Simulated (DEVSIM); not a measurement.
**TaN/SiO2/p-GaAs capacitor**

Structure: TaN/SiO2/p-GaAs capacitor, at 400 K.

```tsv
layer (left to right)	material	thickness (nm)	Na (cm⁻³)
1	SiO2	2.30	-
2	GaAs	590	1.2e18
```

Metal gate on the left, work function 4.4 eV. Fixed charge at the semiconductor interface 0 cm⁻² (in units of +e); no interface traps.

This is a model device: material constants are rounded textbook-type values typed into the input, and sizes, dopings and lifetimes were drawn at random. Values at 300 K; Nc and Nv go as T^1.5, mobilities as T to minus their exponent, the gap by Varshni's rule with the affinity fixed.

```tsv
parameter	SiO2	GaAs
gap (eV)	9	1.424
affinity (eV)	0.9	4.07
permittivity	3.9	12.9
Nc (cm⁻³)	-	4.7e17
Nv (cm⁻³)	-	9e18
Varshni α (eV/K)	-	0.000541
Varshni β (K)	-	204
```

DEVSIM, 1D Poisson equation in equilibrium, Boltzmann statistics, complete ionisation; no quantum confinement or tunnelling. Metal contacts follow the ideal Schottky-Mott rule: no Fermi-level pinning, no interface dipoles.

```
Property                                        Result
----------------------------------------  ------------
Flat-band voltage                              -0.96 V
Minimum of the low-frequency capacitance  0.264 μF/cm²
Capacitance of the dielectric stack        1.50 μF/cm²
```
